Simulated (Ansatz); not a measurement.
**Effect of isotropic strain +1.45 % on TiC**

The parent structure is TiC in the rock salt structure (space group Fm-3m, No. 225; a = 4.293 Å; relaxed with 0.1 eV smearing).

It is then changed as follows: the cell is scaled by 1.0145 in all directions, atoms relaxed at fixed cell.

Calculations: Kohn–Sham DFT with the PBEsol functional, run in Ansatz (a quantum-chemistry and plane-wave program) with PAW and 420 eV plane waves, spin-orbit coupling left out, earlier PAW set. Settings: 23×23×23 k-points, 0.1 eV Fermi–Dirac smearing.

- Volume per atom: 10.33 Å³ (base 9.89 Å³)
- Space group: Fm-3m (No. 225) (base Fm-3m (No. 225))
- Shortest interatomic distance: 2.178 Å (base 2.147 Å)
- Energy relative to the base (free energy F): +15 meV/atom
- Pressure: -10.6 GPa (base 0.0 GPa)
- Band gap: zero (base zero)

Cost of the whole job for the changed cell (relaxation, final SCF and bands): about 11 core-seconds (a rough figure).

No phonon test of stability was made. All final runs are without spin polarisation.
